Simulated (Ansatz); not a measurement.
Base system: BaO in the rock salt structure (space group Fm-3m, No. 225; a = 5.574 Å).

Structures relaxed with PBE (Ansatz, a program for electronic structure), scalar-relativistic without spin-orbit coupling.

Base:

Simulated powder pattern, Co Kα, λ = 1.79026 Å (kinematic, ideal powder, no thermal factors, no anomalous dispersion; the 8 strongest lines at most, above 2 %, up to 2θ = 90°):

```tsv
2θ (°)	I/Imax (%)	hkl
32.30	100	(111)
37.47	86	(200)
54.03	60	(220)
64.37	46	(311)
67.61	20	(222)
79.94	9.6	(400)
88.86	21	(331)
```

Now apply this change: cell and atoms relaxed at a pressure of 7 GPa.

Q: How do the reflections move or split?

A: 
Simulated powder pattern, Co Kα, λ = 1.79026 Å (kinematic, ideal powder, no thermal factors, no anomalous dispersion; the 8 strongest lines at most, above 2 %, up to 2θ = 90°):

```
2θ (°)  I/Imax (%)    hkl
------  ----------  -----
33.24          100  (111)
38.57           86  (200)
55.69           58  (220)
66.42           45  (311)
69.79           20  (222)
82.68          9.5  (400)
```

The indices refer to the base's conventional cell; one index is shown for lines that coincide.

Load acts through the strain it causes; cell and atoms are relaxed under it. Stability against distortions was not tested. No other phases were tried under pressure.
